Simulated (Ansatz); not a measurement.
The starting structures come from a database of crystals and need not be the phases stable at ambient conditions.

Evanescent states of LaBr$_{3}$ (P6_3/m, not sure to be the ambient phase, 8 atoms a cell, 31.7 Å³ an atom) along the normal of (100)

All values below come from r2SCAN (plane waves, PAW; Ansatz, a first-principles code).

The gap is the functional's own, uncorrected, and κ follows it; spin-orbit coupling is left out. Mid-gap values are interpolated between the computed energies.

Energies count from the valence-band top; κ is the least over a 8×4 mesh across the current.

```
E (eV)  κ (1/Å)  where
------  -------  -----
0.09      0.100      Γ
0.26      0.168      Γ
0.42      0.211      Γ
0.59      0.242      Γ
0.77      0.267      Γ
0.94      0.287      Γ
1.10      0.303      Γ
1.27      0.317      Γ
1.45      0.329      Γ
1.61      0.338      Γ
1.78      0.346      Γ
1.96      0.353      Γ
2.12      0.358      Γ
2.29      0.362      Γ
2.46      0.364      Γ
2.63      0.366      Γ
2.81      0.366      Γ
2.98      0.366      Γ
3.15      0.366      Γ
3.31      0.361      Γ
3.48      0.278      Γ
```

Question: How thick must the barrier be to attenuate the transmission by 10^4 when the electrodes' Fermi level lies at 2.29 eV, and what attenuation does that film give at 1.96 eV?

Answer: d = 4 ln 10 / (2 × 0.362) = 12.7 Å. At 1.96 eV it gives 4 × 0.353/0.362 = 3.9 decades.
